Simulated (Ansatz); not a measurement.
```yaml
crystal:
  lattice:
    - [10.03632, 0.00017, 0.02767]
    - [0.00001, 3.13014, -0.02710]
    - [4.24374, -0.98665, 23.85745]
  atoms:
    - { symbol: Al, position: [0.27610, 0.14749, 0.04576] }
    - { symbol: Al, position: [0.77033, 0.05755, 0.05132] }
    - { symbol: Al, position: [0.47710, 0.20272, 0.12234] }
    - { symbol: Al, position: [0.97023, 0.30335, 0.11573] }
    - { symbol: N, position: [0.46778, 0.13893, 0.04647] }
    - { symbol: N, position: [0.88388, 0.53570, 0.04749] }
    - { symbol: N, position: [0.16170, 0.22822, 0.11783] }
    - { symbol: N, position: [0.66396, 0.19364, 0.12297] }
    - { symbol: Al, position: [0.20463, 0.74054, 0.15783] }
    - { symbol: Al, position: [0.70987, 0.71873, 0.16014] }
    - { symbol: Al, position: [0.42315, 0.76191, 0.23512] }
    - { symbol: Al, position: [0.92637, 0.79093, 0.23350] }
    - { symbol: N, position: [0.39535, 0.71976, 0.15904] }
    - { symbol: N, position: [0.90066, 0.80095, 0.15791] }
    - { symbol: N, position: [0.11630, 0.77275, 0.23424] }
    - { symbol: N, position: [0.61466, 0.76213, 0.23489] }
    - { symbol: Al, position: [0.15844, 0.28667, 0.27297] }
    - { symbol: Al, position: [0.65854, 0.27991, 0.27247] }
    - { symbol: Al, position: [0.37452, 0.31205, 0.34942] }
    - { symbol: Al, position: [0.87706, 0.32007, 0.34660] }
    - { symbol: N, position: [0.34869, 0.27784, 0.27325] }
    - { symbol: N, position: [0.84999, 0.30145, 0.27094] }
    - { symbol: N, position: [0.06680, 0.31618, 0.34910] }
    - { symbol: N, position: [0.56601, 0.31238, 0.34790] }
    - { symbol: Al, position: [0.10915, 0.83067, 0.38810] }
    - { symbol: Al, position: [0.60982, 0.82751, 0.38510] }
    - { symbol: Al, position: [0.32003, 0.85840, 0.46424] }
    - { symbol: Al, position: [0.83332, 0.85919, 0.45846] }
    - { symbol: N, position: [0.29900, 0.82712, 0.38752] }
    - { symbol: N, position: [0.80188, 0.83306, 0.38323] }
    - { symbol: N, position: [0.02057, 0.86027, 0.46489] }
    - { symbol: N, position: [0.51240, 0.85746, 0.46060] }
    - { symbol: Al, position: [0.05015, 0.37640, 0.50761] }
    - { symbol: Al, position: [0.56636, 0.37035, 0.49390] }
    - { symbol: Al, position: [0.31868, 0.40158, 0.57495] }
    - { symbol: Al, position: [0.73390, 0.40022, 0.56892] }
    - { symbol: N, position: [0.25021, 0.37412, 0.50491] }
    - { symbol: N, position: [0.75278, 0.37113, 0.49024] }
    - { symbol: N, position: [0.92253, 0.40306, 0.57711] }
    - { symbol: N, position: [0.51802, 0.40123, 0.57378] }
    - { symbol: Hf, position: [0.65051, 0.46976, 0.75068] }
    - { symbol: Hf, position: [0.31871, 0.47362, 0.76100] }
    - { symbol: Hf, position: [0.97443, 0.47203, 0.76384] }
    - { symbol: Hf, position: [0.87753, 0.92650, 0.63945] }
    - { symbol: Hf, position: [0.51969, 0.92694, 0.64020] }
    - { symbol: Hf, position: [0.18135, 0.93808, 0.67051] }
    - { symbol: Hf, position: [0.52904, 0.61269, 0.98409] }
    - { symbol: Hf, position: [0.22663, 0.55895, 0.95009] }
    - { symbol: Hf, position: [0.90871, 0.52691, 0.95665] }
    - { symbol: Hf, position: [0.76702, 0.00472, 0.85783] }
    - { symbol: Hf, position: [0.44843, 0.01532, 0.85831] }
    - { symbol: Hf, position: [0.10070, 0.00739, 0.85513] }
    - { symbol: N, position: [0.80823, 0.97243, 0.76181] }
    - { symbol: N, position: [0.48573, 0.97304, 0.75860] }
    - { symbol: N, position: [0.14958, 0.97206, 0.76061] }
    - { symbol: N, position: [0.68545, 0.43542, 0.66199] }
    - { symbol: N, position: [0.34904, 0.43921, 0.67224] }
    - { symbol: N, position: [0.02244, 0.43827, 0.67181] }
    - { symbol: N, position: [0.72633, 0.02625, 0.97064] }
    - { symbol: N, position: [0.40785, 0.06368, 0.94532] }
    - { symbol: N, position: [0.06596, 0.03961, 0.94839] }
    - { symbol: N, position: [0.60976, 0.50910, 0.85440] }
    - { symbol: N, position: [0.27706, 0.51228, 0.85722] }
    - { symbol: N, position: [0.93020, 0.50733, 0.86126] }
```

The first 40 atoms are the substrate (AlN-wz), the rest the film (HfN-rs).

All values below come from PBE (plane waves to 420 eV, PAW; Ansatz, a quantum-chemistry and plane-wave program). No spin–orbit coupling; the runs are not spin-polarised; PBE gaps are too small against experiment. Its k-point mesh 3×8×1, Fermi–Dirac width 0.05 eV.

Task: Describe the bonding at the interfaces and give the barriers.

Result: A periodic stack without vacuum, rock-salt HfN (0 0 1) on wurtzite AlN (1 0 0) (film strained to the substrate, started from cuts of the bulks and a machine-learned relaxation; slabs Al20N20 and Hf12N12, which can lie off the formulas): substrate slab Al20N20, film Hf12N12, surface cells [[0, 2], [-1, 0]] and [[-3, 0], [-1, -1]], film strained by -2.7 and +4.0 %, outermost planes AlN/AlN and HfN/HfN as cut, which need not be the usual terminations and can put a slab off its formula.
The interface area comes out as 31.4 Å² and the period comes out as 23.84 Å. The heights between the nearest atoms of the two slabs at the two interfaces comes out as 1.49 and 1.47 Å and the Al–Hf contacts across the interfaces within 1.22 times the sum of covalent radii comes out as 16, mean 3.05 Å. The Hf–N contacts across the interfaces within 1.22 times the sum of covalent radii is 7, mean 2.20 Å and the Al–N contacts across the interfaces within 1.22 times the sum of covalent radii is 2, mean 2.15 Å. The hole barrier (PBE, at the middle of a substrate layer that carries a field) comes out as 1.97 eV and the electron barrier (PBE, at the middle of a substrate layer that carries a field) is 2.07 eV. The slope of the mean potential energy in the substrate is +1.8 MV/cm × e.
